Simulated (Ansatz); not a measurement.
Si interstitial in beta Si3N4: one set of geometries, relaxed with PBE, evaluated in Ansatz (PAW, plane waves to 420 eV, 500 eV under r2SCAN) with PBE, r2SCAN.

Cell and caveats: 84-site cell; 2×2×2 shifted k-points; start: void with 6N6Si nearest; charged states image-corrected; corrections pass 1 eV, so highly charged states may be off by several tenths; flagged in the runs: a doubtful potential alignment, a host whose relaxation on this sampling wasn't shown to rest.

```csv
quantity,PBE,r2SCAN
host gap (eV),4.25,4.90
ε(+4/+3) above the VBM (eV),not bound,not settled
ε(+3/+2) above the VBM (eV),not bound,not settled
ε(+2/+1) above the VBM (eV),1.44,1.57
ε(+1/0) above the VBM (eV),2.64,2.94
carrier at charge +3,hole in a host band,not settled
largest moment on one atom at charge +1 (μB),0.32,0.32
neutral formation energy against silicon (eV),6.29,6.72
```

PBE narrows the gap by 0.65 eV against r2SCAN, the highest level run, and puts the levels 0.21 eV lower above the valence-band maximum on average.

"Not bound" means that the carrier spreads over host band states in this cell; a shallow level, bound over tens of ångströms, can't be resolved here.

Ansatz is a program for electronic structure.
